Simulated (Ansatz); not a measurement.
A user runs Ansatz (a first-principles code) on KZnI₃ (Pnma, 20 atoms in the cell) and asks whether the run is sound. The aim is a self-consistent single point with DFT, revPBE, plane waves, default PAW files made with PBE.

Cell that was meant: a = 7.8225 Å, b = 11.0375 Å, c = 7.7964 Å, α = 90.00°, β = 90.00°, γ = 90.00°.

Part of the input:

Ansatz 0.2 input:
```yaml
    - { symbol: I, position_ang: [1.65836555, 0.40838783, 5.55881038] }
    - { symbol: I, position_ang: [2.25287395, 10.62912117, 1.66062638] }
    - { symbol: I, position_ang: [6.16411345, 5.92714233, 2.23755762] }
basis:
  ecutwfc: 30
kpoints:
  mp_grid: { grid: [2, 1, 2] }
hamiltonian:
```

Output (repeated stretches shortened):

```
   [... lines left out ...]
PAW frozen core: I, regenerated for the run's functional, and the local potential with it
Initial density: superposition of atomic densities (neutral atoms: chi_scale 0, normalization atom), corrected by the library's trained network
Initial wavefunctions: pseudopotential atomic-orbital guess
Eigensolver: davidson
Functional: x = revpbe(κ = 1.245, μ = 0.2195149727645171), c = pbe(β = 0.06672455060314922)
SCF iter   1: F=—  HF=-101389.334868 eV  |F-HF|=—  |Δ(HF+E_count)|=         —  Δρ=1.41e0  dr2=1.52e4  ethr=1.77e-3  ⟨swp⟩=1.0  Hψ=985  notcnv=0
all-band conjugate gradients solve this SCF's bands
preconditioner: auto → LDOS
SCF iter   2: F=—  HF=-90582.957502 eV  |F-HF|=—  |Δ(HF+E_count)|=    1.08e4  Δρ=2.23e-1  dr2=8.92e2  ethr=1.77e-3  ⟨swp⟩=7.0  Hψ=4574  notcnv=0  defer=81
   [... lines left out ...]
SCF iter  16: F=—  HF=-89982.882656 eV  |F-HF|=—  |Δ(HF+E_count)|=   4.40e-5  Δρ=3.00e-5  dr2=2.36e-5  ethr=1.07e-8  ⟨swp⟩=3.0  Hψ=959  notcnv=0  defer=89
SCF iter  17: F=—  HF=-89982.882650 eV  |F-HF|=—  |Δ(HF+E_count)|=   5.87e-6  Δρ=2.08e-6  dr2=1.12e-7  ethr=8.19e-9  ⟨swp⟩=2.0  Hψ=833  notcnv=0  defer=89
SCF iter  18: F=-89982.882650 eV  HF=-89982.882650 eV  |F-HF|=4.07e-9  |Δ(HF+E_count)|=   3.28e-8  Δρ=4.68e-7  dr2=5.37e-9  ethr=3.47e-11  ⟨swp⟩=14.8  Hψ=3080  notcnv=0
SCF 1 converged in 18 iterations: F = -89982.882650 eV  dr2 = 5.37e-9
Free energy (F): -89982.882650 eV
Internal energy: -89982.855656 eV  (E = F + TS)
E sigma→0 (E₀):  -89982.869153 eV
Entropy (-TS):   -0.026994 eV (-1.350 meV/atom)
Fermi energy:    22.304387 eV
--- Forces (eV/Å), atoms counted from 1 ---
  atom   1  K     -1.71798541     0.00000000    -0.81777016
  atom   2  K     -1.71798541     0.00000000     0.81777016
  atom   3  K      1.71798541     0.00000000     0.81777016
  atom   4  K      1.71798541     0.00000000    -0.81777016
  atom   5  Zn    -0.00000000    -0.00000000     0.00000000
  atom   6  Zn     0.00000000    -0.00000000     0.00000000
  atom   7  Zn     0.00000000    -0.00000000     0.00000000
   [... lines left out ...]
--- Stress (GPa, compression-positive) ---
    -1562.504486      -0.000000       0.000000
       -0.000000   -1545.693470       0.000000
        0.000000       0.000000   -1547.686315
  P = ⅓ Tr σ = -1551.9614 GPa (-15519.614 kbar)
  The stress holds no Pulay correction (an occupied level lies too near the plane-wave cutoff): it is that at fixed plane waves, as pw.x and ABINIT print it
```

**Question.** Can these results be used? Check the input.

**Answer.** The run is not sound. The fault is this: a cutoff meant in Ry typed as a bare number, read as eV. A bare number is read in the key's own unit, and eV, Ry (13.6 eV) and Ha (27.2 eV) lie far apart, so the setting ends up far from the one that was meant. To fix it, convert the value to the unit that the key expects. The run converged in 18 iterations without an error; against the sound input the free energy goes up by 986 eV/atom, the pressure goes from 3.90 to -1552 GPa and the largest force goes from 0.317 to 13.95 eV/Å.

The sound input it was made from differs as follows (other fixes are possible):
```diff
-basis:
-  ecutwfc: 30
```

With that input, the run converged in 8 iterations: free energy E − TS (on the zero of these files) -109703.2229 eV; top of the valence band (on the code's own zero) 5.53 eV; gap on the k-point mesh 0.97 eV; pressure 3.90 GPa; largest force (vector length) 0.317 eV/Å (DFT, revPBE, plane waves, default PAW files made with PBE).

On the sound input: the starting cell was generated: these elements placed on a structure prototype, without a prior relaxation; it need not be a known phase or ordering of this composition. Its lattice was rescaled by a random factor within 2.5 % of one. Spin-orbit coupling is off. With a pressure of about 4 GPa the cell is away from its equilibrium volume at this level. Ansatz's pressure includes its estimate of the finite-basis (Pulay) stress.
